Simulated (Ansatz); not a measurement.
# Rh (Fm-3m): resistivity and electron-phonon coupling

Consider the following.

```
Rh
1.0
    0.00000     1.87668     1.87668
    1.87668     0.00000     1.87668
    1.87668     1.87668     0.00000
Rh
1
Direct
  0.00000   0.00000   0.00000
```

Computed with LDA, DFPT electron-phonon coupling, linearised Boltzmann equation (plane waves, PAW, scalar-relativistic; Ansatz, a program for electronic structure). Condition of this run: functional LDA. Geometry: relaxed with this functional, without spin-orbit coupling.

```
Property                                                                                                                Result
--------------------------------------------------------------------------------------------------  --------------------------
resistivity at 300 K                                                                                                 4.0 μΩ·cm
resistivity at 77 K                                                                                                 0.35 μΩ·cm
electron mean free path at 300 K (weighted by the current that each state carries)                                      8.7 nm
resistivity times mean free path for one path shared by all states (from the Fermi surface's area)             3.2 ×10⁻¹⁶ Ω·m²
electron-phonon coupling λ                                                                                                0.37
transport coupling λ_tr                                                                                                   0.39
logarithmic mean phonon energy                                                                                          23 meV
density of states at the Fermi level                                                                0.59 states/(eV·spin·cell)
Drude plasma energy                                                                                                    10.4 eV
Hall coefficient at 300 K                                                                                      6.3 ×10⁻¹¹ m³/C
```

A metal at this level (no band gap). Only scattering by harmonic phonons is included (no impurities, grain boundaries, electron-electron scattering or thermal expansion). Spin-orbit coupling is left out. Halving the electron mesh (40x40x40) moves the resistivity by up to 6 % at 300 K, the mean free path by up to 1 %, the coupling by up to 4 %. Smearing 0.20 eV; phonons on a 6x6x6 q mesh, which this run doesn't test and which matters most at low temperature.
